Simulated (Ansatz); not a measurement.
# A computed series for SrCl2: response to strain

The parent structure is SrCl$_{2}$ in the fluorite structure (space group Fm-3m, No. 225).

```
SrCl2
1.0
    0.00000     3.45392     3.45392
    3.45392     0.00000     3.45392
    3.45392     3.45392     0.00000
Sr Cl
1 2
Direct
  0.00000   0.00000   0.00000
  0.25000   0.25000   0.25000
  0.75000   0.75000   0.75000
```

Strains are applied to the cell and any free atomic positions relax.

Method: PBEsol in Ansatz (plane waves to 420 eV, PAW, without spin-orbit coupling).

Candidates:
(a) isotropic strain +3.00 %
(b) isotropic strain −2.50 %
(c) isotropic strain +0.50 %
(d) isotropic strain +1.50 %

Notes on the quantities. energy relative to the base: free energy F.

Order them by energy relative to the base, lowest first.

(c) isotropic strain +0.50 % (+0.7 meV/atom), (d) isotropic strain +1.50 % (+6.3 meV/atom), (b) isotropic strain −2.50 % (+20 meV/atom), (a) isotropic strain +3.00 % (+24 meV/atom)

Stability against distortions was not tested.

Ansatz is a program for electronic structure.
